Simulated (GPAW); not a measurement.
Band structure of Zr₃Sn (Pm-3n, 8 atoms in the cell).

```yaml
crystal:
  lattice:
    - [5.57671, 0.00000, 0.00000]
    - [0.00000, 5.57671, 0.00000]
    - [0.00000, 0.00000, 5.57671]
  atoms:
    - { symbol: Zr, position: [0.50000, 0.25000, 0.00000] }
    - { symbol: Zr, position: [0.50000, 0.75000, 0.00000] }
    - { symbol: Zr, position: [0.25000, 0.00000, 0.50000] }
    - { symbol: Zr, position: [0.75000, 0.00000, 0.50000] }
    - { symbol: Zr, position: [0.00000, 0.50000, 0.25000] }
    - { symbol: Zr, position: [0.00000, 0.50000, 0.75000] }
    - { symbol: Sn, position: [0.50000, 0.50000, 0.50000] }
    - { symbol: Sn, position: [0.00000, 0.00000, 0.00000] }
```

Level of theory: LDA (Perdew-Wang 92), GPAW PAW datasets LDA (gpaw-data 1.0.1) (plane waves; GPAW).

Settings: mode = pw; ecut = 600 eV; xc = LDA; kpts = 5 5 5; mesh shift (steps) = 0 0 0; occupations.name = fermi-dirac; occupations.width = 0.1 eV; nbands = -12; convergence.density = 1e-05 e/electron; symmetry.symmorphic = false; symmetry.tolerance = 0.0005; maxiter = 150; bandpath_npoints = 40.

The starting cell comes from a database of computed structures (which also holds hypothetical and non-ambient phases and stackings), without a prior relaxation at this level. Its lattice was rescaled by a random factor within 2.5 % of one.

Levels in eV from the Fermi level, bands 47 to 54:
| point | 47 | 48 | 49 | 50 | 51 | 52 | 53 | 54 |
|---|---|---|---|---|---|---|---|---|
| Γ | -1.42 | -1.42 | -0.74 | -0.07 | -0.07 | -0.07 | 0.51 | 0.51 |
| X | -0.64 | -0.64 | -0.46 | -0.46 | -0.30 | -0.30 | 0.07 | 0.07 |
| M | -0.99 | -0.31 | 0.32 | 0.59 | 0.59 | 0.76 | 0.76 | 1.12 |
| R | -0.86 | -0.86 | 0.60 | 0.60 | 0.60 | 0.60 | 0.67 | 0.67 |

Bands cross the Fermi level along this path, so the cell is metallic at this level.
